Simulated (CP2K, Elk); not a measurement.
A CP2K input for a self-consistent single point of LaMg (Pmma, 4 atoms in the cell) (DFT LDA (Pade form), GPW, DZVP-MOLOPT-SR-GTH basis, GTH-PADE potentials (GTH_POTENTIALS)):

```
&GLOBAL
  PROJECT scf
  RUN_TYPE ENERGY_FORCE
  PRINT_LEVEL LOW
&END GLOBAL
&FORCE_EVAL
  METHOD Quickstep
  STRESS_TENSOR ANALYTICAL
  &DFT
    BASIS_SET_FILE_NAME BASIS_MOLOPT
    BASIS_SET_FILE_NAME BASIS_MOLOPT_UCL
    POTENTIAL_FILE_NAME GTH_POTENTIALS
    &QS
      METHOD GPW
      EPS_DEFAULT 1E-11
    &END QS
    &MGRID
      CUTOFF 1000
      REL_CUTOFF 50
      NGRIDS 5
    &END MGRID
    &SCF
      SCF_GUESS ATOMIC
      EPS_SCF 1E-6
      MAX_SCF 100
      ADDED_MOS 8
      &DIAGONALIZATION
        ALGORITHM STANDARD
      &END DIAGONALIZATION
      &MIXING
        METHOD BROYDEN_MIXING
        ALPHA 0.2
        NBUFFER 12
        BETA 1
      &END MIXING
      &SMEAR ON
        METHOD GAUSSIAN
        SIGMA [eV] 0.05
      &END SMEAR
    &END SCF
    &KPOINTS
      SCHEME MACDONALD 5 8 5 0 0.0625 0
    &END KPOINTS
    &XC
      &XC_FUNCTIONAL PADE
      &END XC_FUNCTIONAL
    &END XC
    &PRINT
      &MO
        EIGENVALUES T
        OCCUPATION_NUMBERS T
        NDIGITS 8
        FILENAME mo
        &EACH
          QS_SCF 0
        &END EACH
        ADD_LAST NUMERIC
      &END MO
      &MULLIKEN OFF
      &END MULLIKEN
    &END PRINT
  &END DFT
  &SUBSYS
    &CELL
      A 5.61547000 0.00000000 0.00000000
      B 0.00000000 3.80146000 0.00000000
      C 0.00000000 0.00000000 5.78901000
      PERIODIC XYZ
    &END CELL
    &COORD
      La       4.21160250     0.00000000     4.59126383
      La       1.40386750     0.00000000     1.19774617
      Mg       1.40386750     1.90073000     4.01317329
      Mg       4.21160250     1.90073000     1.77583671
    &END COORD
    &KIND La
      BASIS_SET DZVP-MOLOPT-SR-GTH
      POTENTIAL GTH-PADE-q11
    &END KIND
    &KIND Mg
      BASIS_SET DZVP-MOLOPT-SR-GTH
      POTENTIAL GTH-PADE-q10
    &END KIND
  &END SUBSYS
  &PRINT
    &FORCES ON
    &END FORCES
    &STRESS_TENSOR ON
    &END STRESS_TENSOR
  &END PRINT
&END FORCE_EVAL
```

Question: Write the same calculation as an input for Elk.

Answer: One input that does it (others would too):

```
tasks
  0

xctype
  3

tforce
  .true.

rgkmax
  7.5

gmaxvr
  18.0

lmaxapw
  10

lmaxo
  8

nxlo
  2

lorbcnd
  .true.

lradstp
  2

nrmtscf
  2.0

lmaxi
  4

stype
  0

swidth
  0.00183747

scale
  10.61170036

avec
    1.0000000000    0.0000000000    0.0000000000
    0.0000000000    0.6769620352    0.0000000000
    0.0000000000    0.0000000000    1.0309039137

atoms
  2   : nspecies
  'La.in'   : spfname
  2   : natoms; atposl, bfcmt below
  0.7500000000  0.0000000000  0.7931000000    0.0 0.0 0.0
  0.2500000000  0.0000000000  0.2069000000    0.0 0.0 0.0
  'Mg.in'   : spfname
  2   : natoms; atposl, bfcmt below
  0.2500000000  0.5000000000  0.6932400000    0.0 0.0 0.0
  0.7500000000  0.5000000000  0.3067600000    0.0 0.0 0.0

ngridk
  5 8 5
```

Basis, cutoffs, solver keys and any potentials are the target program's own. This input uses DFT, LDA (PW92), all-electron FP-LAPW, Elk's shipped species files, APW+lo basis with extra local orbitals. LDA parametrisations can differ slightly between programs.

The starting cell comes from a database of computed structures (which also holds hypothetical and non-ambient phases and stackings), without a prior relaxation at this level.
